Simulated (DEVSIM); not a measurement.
Device: Ru/SiO2/n-GaAs capacitor, at 400 K.

Layer 1 from the left is SiO2, thickness (nm) 7.80. Layer 2 from the left is GaAs, thickness (nm) 7800, Nd (cm⁻³) 6.8e15.

Metal gate on the left, work function 4.7 eV. Fixed charge at the semiconductor interface 0 cm⁻² (in units of +e); no interface traps.

Constants are typed, rounded textbook-type inputs, not results; the design itself was drawn at random and stands for no fabricated device. Values at 300 K; Nc and Nv go as T^1.5, mobilities as T to minus their exponent, the gap by Varshni's rule with the affinity fixed.

SiO2: gap (eV) 9, affinity (eV) 0.9, permittivity 3.9. GaAs: gap (eV) 1.424, affinity (eV) 4.07, permittivity 12.9, Nc (cm⁻³) 4.7e17, Nv (cm⁻³) 9e18, Varshni α (eV/K) 0.000541, Varshni β (K) 204.

Question: Estimate by hand the flat-band voltage, the threshold voltage, and compare with a numerical solution.

Answer: 
- Flat-band voltage: C = 0.443 μF/cm², work-function difference 0.469 V; VFB = φms − qNf/C = 0.47 V; numerical 0.47 V.
- Threshold voltage: φF = 0.477 V, depletion charge √(4εqNφF) = 4.87e-8 C/cm²; VT = VFB − 2φF − Qd/C = -0.59 V; numerical -0.59 V.

DEVSIM, 1D Poisson equation in equilibrium, Boltzmann statistics, complete ionisation; no quantum confinement or tunnelling. Metal contacts follow the ideal Schottky-Mott rule: no Fermi-level pinning, no interface dipoles.
